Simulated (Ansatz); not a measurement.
Start from Li₂Se in the anti-fluorite structure (space group Fm-3m, No. 225; a = 5.945 Å).

Method: plane-wave PAW DFT at the PBEsol level (Ansatz, a first-principles code, 420 eV), no SOC.

Base values:

| Quantity | Value |
|---|---|
| Density | 2.94 g/cm³ |
| Band gap | 2.82 eV |

Perturbation: cell and atoms relaxed at a pressure of 0.7 GPa.

Q: What does the calculation give for the density after the change?

A: The density increases by 0.057 g/cm³, from 2.94 g/cm³ to 2.99 g/cm³.

Q: How does this affect the band gap?

A: The band gap decreases by 0.02 eV (2.82 eV → 2.80 eV).

Load acts through the strain it causes; cell and atoms are relaxed under it. Whether these cells are dynamically stable was not tested.
